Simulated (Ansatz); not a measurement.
The starting structures come from a database of crystals and need not be the phases stable at ambient conditions.

Inside the gap of an insulator the Bloch states are evanescent, with a wavenumber k + iκ along the transport direction.

Data:

```xyz
5
Lattice="4.0255 0.0000 0.0000 0.0000 4.0255 0.0000 2.0127 -2.0127 6.8806" Properties=species:S:1:pos:R:3 pbc="T T T"
Rb     0.0000     0.0000     0.0000
Li     4.0255     2.0127     3.4403
Zn     2.0127     0.0000     3.4403
S      2.0127     2.0127     2.1035
S      4.0255     0.0000     4.7771
```

Space group of this cell: I-4m2. The cell is taken as given; by PBEsol its mean pressure is -2.2 GPa.

Transport runs along the normal of the first two printed cell vectors, the (001) plane of the conventional cell.

The gap is the functional's own. No spin-orbit coupling. Mid-gap values are interpolated on the energy grid.

### Question
Compute, with PBEsol (Ansatz, a first-principles code), the band gap and the smallest decay constant κ at mid-gap.

### Answer
Gap 2.31 eV on a 8×8×8 mesh; κ = 0.205 1/Å, at the zone centre.
